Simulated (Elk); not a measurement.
## Worked example: self-consistent single point of Ba2N (R-3m, 3 atoms in the cell) in Elk

Method: LDA (PW92), all-electron FP-LAPW, Elk's shipped species files, default APW+lo basis run with Elk.

Input as run:

```
tasks
  0

xctype
  3

rgkmax
  7.0

stype
  3

swidth
  0.00183747

avec
    3.8925094294    2.2473413669   14.7690127976
   -3.8925094294    2.2473413669   14.7690127976
    0.0000000000   -4.4946827337   14.7690127976

atoms
  2   : nspecies
  'Ba.in'   : spfname
  2   : natoms; atposl, bfcmt below
  0.7319300000  0.7319300000  0.7319300000    0.0 0.0 0.0
  0.2680700000  0.2680700000  0.2680700000    0.0 0.0 0.0
  'N.in'   : spfname
  1   : natoms; atposl, bfcmt below
  0.0000000000  0.0000000000  0.0000000000    0.0 0.0 0.0

ngridk
  8 8 8
```

Log, with long lists cut:

```
│ Elk code version 10.2.4 │

All units are atomic (Hartree, Bohr, etc.)

│ Ground-state run starting from atomic densities │

Lattice vectors :
   3.892509429       2.247341367       14.76901280
  -3.892509429       2.247341367       14.76901280
   0.000000000      -4.494682734       14.76901280

Unit cell volume      :    775.1779960
Brillouin zone volume :   0.3199912984

Muffin-tin inner radius fraction :   0.1000000000E-01

Nuclei treated as point charges

Species :    1 (Ba)
 parameters loaded from : Ba.in
 name : barium
 nuclear charge    :   -56.00000000
 electronic charge :    56.00000000
 atomic mass :    250331.8069
 muffin-tin radius :    2.800000000
 number of radial points in muffin-tin :    697
 atomic positions (lattice), magnetic fields (Cartesian) :
   1 :  -0.26807000 -0.26807000 -0.26807000    0.00000000  0.00000000  0.00000000
   2 :   0.26807000  0.26807000  0.26807000    0.00000000  0.00000000  0.00000000

Species :    2 (N)
 parameters loaded from : N.in
 name : nitrogen
 nuclear charge    :   -7.000000000
 electronic charge :    7.000000000
 atomic mass :    25532.65214
 muffin-tin radius :    1.800000000
 number of radial points in muffin-tin :    297
 atomic positions (lattice), magnetic fields (Cartesian) :
   1 :   0.00000000  0.00000000  0.00000000    0.00000000  0.00000000  0.00000000

Total number of atoms per unit cell :    3

Spin treatment :
 spin-unpolarised

Number of Bravais lattice symmetries :   12
Number of crystal symmetries         :   12
Crystal has inversion symmetry
Real symmetric eigensolver will be used

k-point grid :      8     8     8
k-point offset :    0.000000000       0.000000000       0.000000000
k-point set is reduced with full crystal symmetry group
Total number of k-points :       65

Muffin-tin radius times maximum |G+k| :    7.000000000
 using average radius
Maximum |G+k| for APW functions       :    2.837837838
Maximum (1/2)|G+k|²                   :    4.026661797
Maximum |G| for potential and density :    12.00000000
 potential will be trimmed for |G| > 2 gkmax
Constant for pseudocharge density :    8
Radial integration step length :    4

G-vector grid sizes :     60    60    60
Number of G-vectors :    22605

Maximum angular momentum used for
 APW functions                      :    8
 outer part of muffin-tin           :    6
 inner part of muffin-tin           :    1

Total nuclear charge    :   -119.0000000
Total core charge       :    74.00000000
Total valence charge    :    45.00000000
Total excess charge     :    0.000000000
Total electronic charge :    119.0000000

Effective Wigner radius, rₛ :    1.158569137

Number of empty states         :   12
Total number of valence states :   35
Total number of core states    :   74

Total number of local-orbitals :   41

Exchange-correlation functional :      3     0     0
 Perdew-Wang/Ceperley-Alder, Phys. Rev. B 45, 13244 (1992)
 gradient requirement :    0
 local density approximation (LDA)

Smearing type :    3
 Fermi-Dirac
Smearing width :   0.1837470000E-02
Effective electronic temperature (K) :    580.2271348

Mixing type :    3
 Broyden mixing, J. Phys. A: Math. Gen. 17, L317 (1984)

Kohn-Sham potential initialised from atomic data

│ Self-consistent loop started │
│ Loop number : 1 │
 total energy                :     -16339.7539835
│ Loop number : 2 │
 total energy                :     -16339.3204377
RMS change in Kohn-Sham potential (target) :   0.3982019837     (  0.1000000000E-05)
Absolute change in total energy (target)   :   0.4335457905     (  0.1000000000E-03)
│ Loop number : 3 │
 total energy                :     -16332.4962511
RMS change in Kohn-Sham potential (target) :   0.2146642725     (  0.1000000000E-05)
Absolute change in total energy (target)   :    6.932572973     (  0.1000000000E-03)
│ Loop number : 4 │
 total energy                :     -16327.8756730
RMS change in Kohn-Sham potential (target) :   0.1025739188     (  0.1000000000E-05)
Absolute change in total energy (target)   :    6.353721422     (  0.1000000000E-03)
│ Loop number : 5 │
 total energy                :     -16325.5535257
RMS change in Kohn-Sham potential (target) :   0.7121381132E-01 (  0.1000000000E-05)
Absolute change in total energy (target)   :    3.910577628     (  0.1000000000E-03)
│ Loop number : 6 │
 total energy                :     -16321.6558398
RMS change in Kohn-Sham potential (target) :   0.1659499414E-01 (  0.1000000000E-05)
Absolute change in total energy (target)   :    4.875330301     (  0.1000000000E-03)
│ Loop number : 7 │
 total energy                :     -16320.7124623
RMS change in Kohn-Sham potential (target) :   0.1606716185E-02 (  0.1000000000E-05)
Absolute change in total energy (target)   :    2.162210080     (  0.1000000000E-03)
│ Loop number : 8 │
 total energy                :     -16320.6929295
RMS change in Kohn-Sham potential (target) :   0.2627698436E-02 (  0.1000000000E-05)
Absolute change in total energy (target)   :   0.5600853366     (  0.1000000000E-03)
│ Loop number : 9 │
 total energy                :     -16320.6730687
RMS change in Kohn-Sham potential (target) :   0.1017205598E-02 (  0.1000000000E-05)
Absolute change in total energy (target)   :   0.1598821141     (  0.1000000000E-03)
│ Loop number : 10 │
 total energy                :     -16320.6577727
RMS change in Kohn-Sham potential (target) :   0.3085347561E-03 (  0.1000000000E-05)
Absolute change in total energy (target)   :   0.5526649421E-01 (  0.1000000000E-03)
│ Loop number : 11 │
 total energy                :     -16320.6740219
RMS change in Kohn-Sham potential (target) :   0.3139640740E-04 (  0.1000000000E-05)
Absolute change in total energy (target)   :   0.2432542569E-02 (  0.1000000000E-03)
│ Loop number : 12 │
 total energy                :     -16320.6733454
RMS change in Kohn-Sham potential (target) :   0.5126232291E-04 (  0.1000000000E-05)
Absolute change in total energy (target)   :   0.6835446220E-04 (  0.1000000000E-03)
│ Loop number : 13 │
 total energy                :     -16320.6738932
RMS change in Kohn-Sham potential (target) :   0.1333779853E-04 (  0.1000000000E-05)
Absolute change in total energy (target)   :   0.5307180254E-03 (  0.1000000000E-03)
│ Loop number : 14 │
 total energy                :     -16320.6738274
RMS change in Kohn-Sham potential (target) :   0.5707151984E-06 (  0.1000000000E-05)
Absolute change in total energy (target)   :   0.6688935173E-04 (  0.1000000000E-03)
Convergence targets achieved

│ Loop number : 15 │

Energies :
 Fermi                       :     0.183233990836
 sum of eigenvalues          :     -10046.9361474
 electron kinetic            :      17412.0047635
 core electron kinetic       :      16869.9525767
 Coulomb                     :     -33342.1515143
 Coulomb potential           :     -26940.9510522
 nuclear-nuclear             :     -1028.98065890
 electron-nuclear            :     -37685.3906586
 Hartree                     :      5372.21980319
 Madelung                    :     -19871.6759882
 xc potential                :     -517.989858704
 exchange                    :     -379.233489991
 correlation                 :     -11.2929401154
 electron entropic           :    -0.639040692598E-03
 total energy                :     -16320.6738199

Density of states at Fermi energy :    61.37405623
 (states/Hartree/unit cell)

Estimated indirect band gap :   0.5962975697E-03
 from k-point     34 to k-point     44
Estimated direct band gap   :   0.1107548312E-01
 at k-point     50

Charges :
 core                        :    74.00000000
 valence                     :    45.00000000
 interstitial                :    5.329907708
 muffin-tins (core leakage)
  species :    1 (Ba)
   atom    1                 :    53.72244674     (  0.5450471214E-05)
   atom    2                 :    53.72244674     (  0.5450471214E-05)
  species :    2 (N)
   atom    1                 :    6.225198809     (  0.1961835876E-06)
 total in muffin-tins        :    113.6700923
 total calculated charge     :    118.9982603
 total charge                :    119.0000000
 error                       :   0.1739710162E-02

│ Self-consistent loop stopped │
```

The run converged in 15 iterations. The count includes the last loop, which Elk runs after its targets are met.

The starting cell comes from a database of computed structures (which also holds hypothetical and non-ambient phases and stackings), without a prior relaxation at this level. Its lattice was rescaled by a random factor within 2.5 % of one. Values depend on the basis (sphere radii, cutoffs, local orbitals), which need not be converged. The run gives no clean gap (levels at the Fermi energy touch, overlap or are partly filled at this smearing), which alone does not show that the compound is a metal. The log's line on a gap gives a spacing of levels on this mesh, which the program prints for metals too.
